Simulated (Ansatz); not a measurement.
**Hypothetical P6_3/mmc HgI2: carrier doping**

The parent structure is HgI₂ (space group P6_3/mmc, No. 194; a = 4.155 Å, c = 14.393 Å; a hypothetical phase, not in the database extracts checked).

Carriers are added at fixed cell with a uniform background; the Fermi–Dirac width is that of 300 K.

Calculations: r2SCAN+rVV10 in Ansatz (plane waves to 500 eV, PAW, no SOC).

Notes on the quantities. Fermi level from band edge: Fermi level relative to the doped band's edge (positive inside the band; to 0.05 eV).

| case | gap between the host's bands | Fermi level from band edge |
|---|---|---|
| undoped | 0.66 eV | – |
| electrons 2.0×10^21 cm⁻³ | 0.54 eV | +0.60 eV |
| electrons 3.0×10^21 cm⁻³ | 0.47 eV | +0.70 eV |
| electrons 5.0×10^21 cm⁻³ | 0.30 eV | +0.90 eV |
| holes 2.0×10^21 cm⁻³ | 0.76 eV | +0.10 eV |
| holes 3.0×10^21 cm⁻³ | 0.80 eV | +0.15 eV |
| holes 5.0×10^21 cm⁻³ | 0.89 eV | +0.15 eV |

Carriers are added with a uniform compensating background; total energy and stress of such cells depend on the potential's zero and are not compared; many-body gap narrowing is missing at this level. With Hg and I present, leaving out spin-orbit coupling can change the band edges. Whether these cells are dynamically stable was not tested.

Ansatz is an electronic-structure program.
